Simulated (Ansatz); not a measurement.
**B2CO (model structure, I-42d, No. 122, 8 atoms in the cell): lattice constant a by level of theory**

No measured value is used here.

```tsv
level (code)	value (Å)
LDA (Ansatz)	3.669
PBE (Ansatz)	3.725
PBEsol (Ansatz)	3.699
r²SCAN (Ansatz)	?
```

Fill in the missing entries.


- r²SCAN (Ansatz, a program for electronic structure), value (Å): 3.707

Cutoffs differ between the levels. Ansatz's density-functional and Hartree–Fock values are scalar-relativistic unless marked +SOC, with PAW data made under PBE.

A model structure was made by putting elements into a prototype or built by hand; it is no filed structure, need not be a known phase, and can be a saddle point held by its symmetry.
